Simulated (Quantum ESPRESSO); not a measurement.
The steps of a band-structure calculation for Sc2Si3 (Amm2, 5 atoms in the cell) with Quantum ESPRESSO.

Method: PBEsol, PseudoDojo standard norm-conserving (PBESOL) pseudopotentials (plane waves; Quantum ESPRESSO).

Step 1 (scf):

```fortran
&control
 calculation = 'scf'
 prefix = 'sc2si3'
 outdir = './tmp'
 pseudo_dir = './'
 tprnfor = .true.
 tstress = .true.
/
&system
 ibrav = 0
 nat = 5
 ntyp = 2
 ecutwfc = 80
 occupations = 'smearing'
 smearing = 'cold'
 degauss = 0.0036749
/
&electrons
 conv_thr = 1e-10
 mixing_beta = 0.7
/
ATOMIC_SPECIES
Sc    44.9559  Sc.upf
Si    28.0850  Si.upf
ATOMIC_POSITIONS angstrom
Sc    4.8916977502    0.0000000000    0.0002823276
Sc    1.5128922498    0.0000000000    0.0002823276
Si    3.2022950000    0.0000000000    4.7054129454
Si    0.0000000000    0.0000000000    2.3532005460
Si    3.2022950000    0.0000000000    2.3516477442
K_POINTS automatic
3 4 4  0 0 0
CELL_PARAMETERS angstrom
   6.4045900000     0.0000000000     0.0000000000
   0.0000000000     2.0413050000     3.5290950000
   0.0000000000    -2.0413050000     3.5290950000
```

Step 2 (bands):

```fortran
&control
 calculation = 'bands'
 prefix = 'sc2si3'
 outdir = './tmp'
 pseudo_dir = './'
 verbosity = 'high'
/
&system
 ibrav = 0
 nat = 5
 ntyp = 2
 ecutwfc = 80
 occupations = 'smearing'
 smearing = 'cold'
 degauss = 0.0036749
 nbnd = 25
/
&electrons
 conv_thr = 1e-10
 startingwfc = 'random'
 diago_thr_init = 1.0d-6
/
ATOMIC_SPECIES
Sc    44.9559  Sc.upf
Si    28.0850  Si.upf
ATOMIC_POSITIONS angstrom
Sc    4.8916977502    0.0000000000    0.0002823276
Sc    1.5128922498    0.0000000000    0.0002823276
Si    3.2022950000    0.0000000000    4.7054129454
Si    0.0000000000    0.0000000000    2.3532005460
Si    3.2022950000    0.0000000000    2.3516477442
K_POINTS crystal_b
14
  0.00000000   0.00000000   0.00000000  10  ! G
  0.00000000   0.33364291  -0.33364291   5  ! X
  0.00000000   0.00000000  -0.50000000   5  ! S
 -0.50000000   0.00000000  -0.50000000   5  ! R
 -0.50000000   0.33364291  -0.33364291  10  ! A
 -0.50000000   0.00000000   0.00000000   5  ! Z
  0.00000000   0.00000000   0.00000000   9  ! G
  0.00000000  -0.50000000  -0.50000000   5  ! Y
  0.00000000  -0.33364291  -0.66635709   5  ! X1
 -0.50000000  -0.33364291  -0.66635709   5  ! A1
 -0.50000000  -0.50000000  -0.50000000   5  ! T
  0.00000000  -0.50000000  -0.50000000   1  ! Y
 -0.50000000   0.00000000   0.00000000   9  ! Z
 -0.50000000  -0.50000000  -0.50000000   1  ! T
CELL_PARAMETERS angstrom
   6.4045900000     0.0000000000     0.0000000000
   0.0000000000     2.0413050000     3.5290950000
   0.0000000000    -2.0413050000     3.5290950000
```

Step 3 (bands.x):

```fortran
&bands
 prefix = 'sc2si3'
 outdir = './tmp'
 filband = 'bands.dat'
 lsym = .false.
/
```

Output of bands (abridged):

```
     Atomic positions and unit cell read from directory:
     ./tmp/sc2si3.save/

     Message from routine setup:
     using ibrav=0 with symmetry is DISCOURAGED, use correct ibrav instead
     G-vector sticks info
     --------------------
     sticks:   dense  smooth     PW     G-vecs:    dense   smooth      PW
     Sum        2367    2367    675                60109    60109    9135

     bravais-lattice index     =            0
   [... lines left out ...]
     unit-cell volume          =     622.7148 (a.u.)^3
   [... lines left out ...]
                       cart. coord. in units 2pi/alat
        k(    1) = (   0.0000000   0.0000000   0.0000000), wk =   0.0250000
        k(    2) = (   0.0000000   0.1046804   0.0000000), wk =   0.0250000
        k(    3) = (   0.0000000   0.2093608   0.0000000), wk =   0.0250000
   [... 77 lines left out ...]

     Dense  grid:    60109 G-vectors     FFT dimensions: (  72,  45,  45)

     The potential is recalculated from file :
     ./tmp/sc2si3.save/charge-density

     Band Structure Calculation
     Davidson diagonalization with overlap

     ethr =  1.00E-06,  avg # of iterations = 53.2

     End of band structure calculation

          k = 0.0000 0.0000 0.0000 (  7451 PWs)   bands (ev):

   -39.5513 -39.5189 -18.4214 -18.3152 -18.3146 -18.2786 -18.2781 -18.1068
    -2.3997   2.2611   4.0261   6.2287   6.2412   8.4603   8.4621   8.7006
     9.2037  10.1750  10.1864  10.3528  10.3624  11.1689  12.2349  12.2363
    12.5436

          k = 0.0000 0.1047 0.0000 (  7471 PWs)   bands (ev):

   -39.5512 -39.5189 -18.4210 -18.3161 -18.3155 -18.2793 -18.2789 -18.1067
    -2.3639   2.2781   4.0653   5.9158   6.1836   8.4095   8.4690   9.0031
     9.2176  10.1218  10.2066  10.2736  10.3932  11.2830  12.2252  12.2892
    12.4498

   [... 78 blocks of this kind left out ...]
```

Output of bands.x (abridged):

```
     Reading xml data from directory:

     ./tmp/sc2si3.save/

     G-vector sticks info
     --------------------
     sticks:   dense  smooth     PW     G-vecs:    dense   smooth      PW
     Sum        2367    2367    675                60109    60109    9135

     Reading collected, re-writing distributed wavefunctions
     high-symmetry point:  0.0000 0.0000 0.0000   x coordinate   0.0000
     high-symmetry point:  0.0000 1.0468 0.0000   x coordinate   1.0468
     high-symmetry point:  0.0000 0.7844-0.4537   x coordinate   1.5709
     high-symmetry point: -0.5000 0.7844-0.4537   x coordinate   2.0709
     high-symmetry point: -0.5000 1.0468 0.0000   x coordinate   2.5951
     high-symmetry point: -0.5000 0.0000 0.0000   x coordinate   3.6419
   [... 3 lines left out ...]
     high-symmetry point: -0.5000 0.5219-0.9074   x coordinate   6.0712
     high-symmetry point: -0.5000 0.0000-0.9074   x coordinate   6.5932
     high-symmetry point:  0.0000 0.0000-0.9074   x coordinate   7.0932
     high-symmetry point: -0.5000 0.0000 0.0000   x coordinate   7.0932
     high-symmetry point: -0.5000 0.0000-0.9074   x coordinate   8.0006

     Plottable bands (eV) written to file bands.dat.gnu
     Bands written to file bands.dat

   JOB DONE.
```

The starting cell comes from a database of computed structures (which also holds hypothetical and non-ambient phases and stackings), without a prior relaxation at this level.
